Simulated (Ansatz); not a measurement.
Seebeck coefficient (μV/K, mean over directions) of p-type SnS2 (P-3m1) against carrier density, Ansatz (a quantum-chemistry and plane-wave program) with PBEsol+D3BJ, rigid bands. Computed gap 0.95 eV; densities at which minority carriers matter at this gap, or further valleys turn the trend, are left out. Conductivity mass 0.65 mₑ (harmonic mean over directions), N_v = 1.2e20 cm⁻³ at 300 K.

```csv
hole density,300 K,500 K
1e17 cm⁻³,(withheld),(withheld)
1e18 cm⁻³,599,(withheld)
3e18 cm⁻³,504,560
1e19 cm⁻³,401,457
3e19 cm⁻³,307,362
1e20 cm⁻³,205,260
3e20 cm⁻³,119,171
1e21 cm⁻³,55,96
```

**Question.** Fill in the missing entries.

**Answer.** 
- 1e17 cm⁻³, 300 K: 797
- 1e17 cm⁻³, 500 K: 853
- 1e18 cm⁻³, 500 K: 655

Rigid bands with a gap fixed in temperature, one relaxation time for all states, no polarons or phonon drag, and whether or not such doping can be reached. Spin-orbit coupling is left out; where it splits the top of the valence band, N_v and the p-type Seebeck coefficient come out somewhat high without it. Geometry: cell and atoms relaxed with PBEsol+D3(BJ).
